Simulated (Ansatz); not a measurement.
The parent structure is Ge in the diamond structure (space group Fd-3m, No. 227; a = 5.762 Å).

The values are results of plane-wave PAW DFT at the PBE level (Ansatz, a quantum-chemistry and plane-wave program, 420 eV), no spin-orbit coupling, not measurements.

For the base:

```
Quantity   Result
--------  -------
Pressure  0.0 GPa
```

The change: an isotropic linear strain of −1.00 %; the atoms relax in the strained cell.

What does the calculation give for the energy relative to the base after the change?

The energy increases by 4.1 meV/atom.

What does the calculation give for the pressure after the change?

The pressure goes from zero to 1.9 GPa.

Stability against distortions was not tested.
